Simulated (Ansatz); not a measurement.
## Mg₂C (space group Pn-3m, No. 224; a hypothetical phase, not in the database extracts checked)

```
CELL_PARAMETERS angstrom
      4.83922     0.00000     0.00000
      0.00000     4.83922     0.00000
      0.00000     0.00000     4.83922
ATOMIC_POSITIONS crystal
  Mg 0.75000 0.75000 0.75000
  Mg 0.75000 0.25000 0.25000
  Mg 0.25000 0.75000 0.25000
  Mg 0.25000 0.25000 0.75000
  C  0.00000 0.00000 0.00000
  C  0.50000 0.50000 0.50000
```

The values are results of DFT with PBE, PAW potentials and a 420 eV plane-wave cutoff in Ansatz (a quantum-chemistry and plane-wave program), without spin-orbit coupling, not measurements. Settings: 10×10×10 k-points, 0.05 eV Fermi–Dirac smearing.

```json
{
  "volume_per_atom": "18.89 Å³",
  "density": "1.78 g/cm³",
  "band_gap": "zero",
  "total_energy": "-1365.537 eV/atom (σ→0; compares only within this code and set-up)"
}
```

Stability against distortions was not tested. The final runs are not spin-polarised. The zero or small gap of Mg2C can change with the level of theory.
